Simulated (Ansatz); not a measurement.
The starting structures come from a database of crystals and need not be the phases stable at ambient conditions.

Inside the gap of an insulator the Bloch states are evanescent, with a wavenumber k + iκ along the transport direction.

Given:

```yaml
crystal:
  lattice:
    - [7.52010, 0.00000, 0.00000]
    - [3.76005, 7.16247, -0.08964]
    - [3.76005, -0.63197, 2.07684]
  atoms:
    - { symbol: Bi, position: [0.07924, 0.92076, 0.92076] }
    - { symbol: Te, position: [0.66460, 0.66874, 0.66874] }
    - { symbol: I, position: [0.43686, 0.22981, 0.22981] }
```

Space group of this cell: P3m1. The cell was relaxed by PBE-D3(BJ).

Transport runs along the normal of the first two printed cell vectors, the (111) plane of the conventional cell.

The gap is the functional's own, uncorrected, and κ follows it; spin-orbit coupling is left out. Mid-gap values are interpolated between the computed energies.

Task: Give the band gap and the smallest decay constant κ at mid-gap that PBEsol (Ansatz, a quantum-chemistry and plane-wave program) yields.

Result: Gap 1.10 eV on a 14×14×14 mesh; κ = 0.115 1/Å, at (0.167, 0.500) of the in-plane reciprocal vectors. At the zone centre, at the nearest computed energy, the slowest state has κ = 0.15 1/Å.
